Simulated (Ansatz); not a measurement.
Base system: GaN in the wurtzite structure (space group P6_3mc, No. 186; a = 3.152 Å, c = 5.138 Å). Axes: x lies along a and z along c of the hexagonal cell.

Method: Ansatz (a program for electronic structure) LDA, spin-orbit coupling left out.

Strains are applied to the cell and any free atomic positions relax.

One change was made to it. Results:

| quantity | base | after |
|---|---|---|
| band gap | 2.13 eV | 2.19 eV |
| valence-band top at Γ (three highest levels, from the VBM) | 0.00, 0.00, -0.05 eV | 0.00, 0.00, -0.02 eV |

Q: Which change produced these results?
(A) uniaxial strain ε_zz = −1.80 %
(B) uniaxial strain ε_zz = −1.20 %
(C) uniaxial strain ε_zz = −0.60 %

A: C, uniaxial strain ε_zz = −0.60 %. For comparison, the band gap in the other runs: uniaxial strain ε_zz = −1.80 % gives 2.26 eV; uniaxial strain ε_zz = −1.20 % gives 2.23 eV.

Whether these cells are dynamically stable was not tested.
